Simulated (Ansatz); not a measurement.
Nb (model structure, P6₃/mmc, No. 194, 2 atoms in the cell), treated with PBEsol (Ansatz, an electronic-structure program, PAW).

Run with plane-wave cutoff 520 eV, 24×24×12 k mesh (along the axes of the cell as run), Fermi–Dirac smearing 0.05 eV, no spin polarisation, scalar-relativistic PAW data made under PBE.

Cell (relaxed at this level):

```
Nb
1.0
    2.83347     0.00000     0.00000
   -1.41674     2.45386     0.00000
    0.00000     0.00000     5.18719
Nb
2
Cartesian
  0.00000   1.63590   1.29680
  1.41674   0.81795   3.89039
```

Task: What does this level give for the bulk modulus?

Result: 
* **bulk modulus**: 173 GPa

Note: the run has no spin polarisation, so it can have missed a magnetic state; the bulk modulus is −V dP/dV from two relaxed cells at ±2 % in volume; the relaxation could raise the start's symmetry but not lower it, so the cell can be a saddle point.

The computed numbers hold no vibrational or temperature effects.

A model structure was made by putting elements into a prototype or built by hand; it is no filed structure, need not be a known phase, and can be a saddle point held by its symmetry.
